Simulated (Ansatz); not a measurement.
Migration barriers: Ag vacancy in fcc Ag, neutral cell

System: Ag vacancy in fcc Ag (neutral cell). Level of theory: PBE, PAW (plane waves to 420 eV; Ansatz, a first-principles code).

32-site cell at the relaxed PBE lattice, a 3×3×3 k-point mesh shifted by half a step, smearing 0.10 eV, spin-restricted, no finite-size correction. Energies are static. Forms of the defect that were not tried may lie lower.

Barriers: single points on a 4×4×4 k-point mesh shifted by half a step at the bands' geometries.

```json
[
 {"Route": "a nearby Ag atom hops onto the vacant site", "Start site over the lowest site run (eV)": "0.00", "Hop (Å)": "2.86", "Forward barrier (eV)": "0.60", "Backward barrier (eV)": "0.60", "Neighbours at the start": "4 Ag at 2.90, 2 Ag at 2.93, 4 Ag at 2.95, Ag at 2.97 Å", "Neighbours at the saddle": "4 Ag at 2.71, 4 Ag at 3.19 Å", "Saddle order": "not checked, on a symmetry element", "Forward, on the band's own sampling (eV)": "0.60"}
]
```

Paths come from climbing-image nudged elastic band runs.  A band can be held on a symmetry element, so unchecked saddle points there may be too high.
